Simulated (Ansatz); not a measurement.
Functionals compared on a constructed model of the (110) surface of bcc Mo, a pseudomorphic layer of Pt in the host's stacking (bottom of the slab: a bare face, its two planes held), in Ansatz (plane waves, PAW). The structure was relaxed with PBE; the other rows are single points on it. Cutoff 420 eV (500 eV for r2SCAN).

Slab: 7 atoms, 13.7 Å thick at the start with caps and adatoms (thin: gaps and levels are the slab's own); k 14x14x1, smearing 0.1 eV, dipole-corrected; 2 atoms held, the rest relaxed; held to the start's symmetry, so lower structures may exist; no spin, no spin-orbit, no U. It is one candidate, not shown to be the stable structure of the face. These notes are the PBE run's.

| functional | work function of the top face (eV) | rough cost of the single point |
|---|---|---|
| PBE | 4.99 | – |
| RPBE | 4.82 | roughly 29 core-seconds |
| r2SCAN | ? | about 70 core-seconds (a rough figure) |

Fill in the missing entries.


- r2SCAN, work function of the top face (eV): 4.96

Ansatz is a first-principles code.
